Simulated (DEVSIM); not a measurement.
Structure: abrupt Si n-p junction, at 300 K.

| layer (left to right) | material | thickness (μm) | Nd (cm⁻³) | Na (cm⁻³) | τn (s) | τp (s) |
|---|---|---|---|---|---|---|
| 1 | Si | 28.0 | 1.4e19 | - | 8e-5 | 8e-5 |
| 2 | Si | 17.0 | - | 2.3e15 | 8e-5 | 8e-5 |

Left contact: ohmic. Right contact: ohmic. Voltage is applied to the left contact. Recombination: SRH at mid-gap. Mobility is constant in doping.

Constants are typed, rounded textbook-type inputs, not results; the design itself was drawn at random and stands for no fabricated device. Values at 300 K.

| parameter | Si |
|---|---|
| gap (eV) | 1.124 |
| affinity (eV) | 4.05 |
| permittivity | 11.7 |
| Nc (cm⁻³) | 2.86e19 |
| Nv (cm⁻³) | 3.1e19 |
| μn (cm²/Vs) | 1417 |
| μp (cm²/Vs) | 470 |

DEVSIM, 1D drift-diffusion, Boltzmann statistics, complete ionisation; no tunnelling, impact ionisation, image-force lowering or self-heating.

**Question.** Tabulate band edges, carrier densities and field at zero bias.

**Answer.** Energies count from the Fermi level of the right contact; mesh points crowd at the junctions.

```json
[
 {"x (μm)": "0.000", "Ec (eV)": "0.018", "Ev (eV)": "-1.105", "n (cm⁻³)": "1.4e19", "p (cm⁻³)": "< 1e2", "field (V/cm)": "≈ 0"},
 {"x (μm)": "0.04532", "Ec (eV)": "0.018", "Ev (eV)": "-1.105", "n (cm⁻³)": "1.4e19", "p (cm⁻³)": "< 1e2", "field (V/cm)": "≈ 0"},
 {"x (μm)": "0.1844", "Ec (eV)": "0.018", "Ev (eV)": "-1.105", "n (cm⁻³)": "1.4e19", "p (cm⁻³)": "< 1e2", "field (V/cm)": "≈ 0"},
 {"x (μm)": "0.5773", "Ec (eV)": "0.018", "Ev (eV)": "-1.105", "n (cm⁻³)": "1.4e19", "p (cm⁻³)": "< 1e2", "field (V/cm)": "≈ 0"},
 {"x (μm)": "2.479", "Ec (eV)": "0.018", "Ev (eV)": "-1.105", "n (cm⁻³)": "1.4e19", "p (cm⁻³)": "< 1e2", "field (V/cm)": "≈ 0"},
 {"x (μm)": "7.198", "Ec (eV)": "0.018", "Ev (eV)": "-1.105", "n (cm⁻³)": "1.4e19", "p (cm⁻³)": "< 1e2", "field (V/cm)": "≈ 0"},
 {"x (μm)": "18.31", "Ec (eV)": "0.018", "Ev (eV)": "-1.105", "n (cm⁻³)": "1.4e19", "p (cm⁻³)": "< 1e2", "field (V/cm)": "≈ 0"},
 {"x (μm)": "25.69", "Ec (eV)": "0.018", "Ev (eV)": "-1.105", "n (cm⁻³)": "1.4e19", "p (cm⁻³)": "< 1e2", "field (V/cm)": "≈ 0"},
 {"x (μm)": "27.25", "Ec (eV)": "0.018", "Ev (eV)": "-1.105", "n (cm⁻³)": "1.4e19", "p (cm⁻³)": "< 1e2", "field (V/cm)": "≈ 0"},
 {"x (μm)": "27.75", "Ec (eV)": "0.018", "Ev (eV)": "-1.105", "n (cm⁻³)": "1.4e19", "p (cm⁻³)": "< 1e2", "field (V/cm)": "≈ 0"},
 {"x (μm)": "27.93", "Ec (eV)": "0.018", "Ev (eV)": "-1.105", "n (cm⁻³)": "1.4e19", "p (cm⁻³)": "< 1e2", "field (V/cm)": "≈ 0"},
 {"x (μm)": "28.00", "Ec (eV)": "0.063", "Ev (eV)": "-1.060", "n (cm⁻³)": "2.5e18", "p (cm⁻³)": "< 1e2", "field (V/cm)": "140000"},
 {"x (μm)": "28.05", "Ec (eV)": "0.234", "Ev (eV)": "-0.890", "n (cm⁻³)": "3.4e15", "p (cm⁻³)": "34000", "field (V/cm)": "22000"},
 {"x (μm)": "28.19", "Ec (eV)": "0.500", "Ev (eV)": "-0.624", "n (cm⁻³)": "1.1e11", "p (cm⁻³)": "1.0e9", "field (V/cm)": "16000"},
 {"x (μm)": "28.88", "Ec (eV)": "0.877", "Ev (eV)": "-0.247", "n (cm⁻³)": "53000", "p (cm⁻³)": "2.2e15", "field (V/cm)": "120"},
 {"x (μm)": "30.57", "Ec (eV)": "0.878", "Ev (eV)": "-0.246", "n (cm⁻³)": "51000", "p (cm⁻³)": "2.3e15", "field (V/cm)": "≈ 0"},
 {"x (μm)": "35.46", "Ec (eV)": "0.878", "Ev (eV)": "-0.246", "n (cm⁻³)": "51000", "p (cm⁻³)": "2.3e15", "field (V/cm)": "≈ 0"},
 {"x (μm)": "41.54", "Ec (eV)": "0.878", "Ev (eV)": "-0.246", "n (cm⁻³)": "51000", "p (cm⁻³)": "2.3e15", "field (V/cm)": "≈ 0"},
 {"x (μm)": "44.19", "Ec (eV)": "0.878", "Ev (eV)": "-0.246", "n (cm⁻³)": "51000", "p (cm⁻³)": "2.3e15", "field (V/cm)": "≈ 0"},
 {"x (μm)": "44.74", "Ec (eV)": "0.878", "Ev (eV)": "-0.246", "n (cm⁻³)": "51000", "p (cm⁻³)": "2.3e15", "field (V/cm)": "≈ 0"},
 {"x (μm)": "44.93", "Ec (eV)": "0.878", "Ev (eV)": "-0.246", "n (cm⁻³)": "51000", "p (cm⁻³)": "2.3e15", "field (V/cm)": "≈ 0"},
 {"x (μm)": "45.00", "Ec (eV)": "0.878", "Ev (eV)": "-0.246", "n (cm⁻³)": "51000", "p (cm⁻³)": "2.3e15", "field (V/cm)": "≈ 0"}
]
```
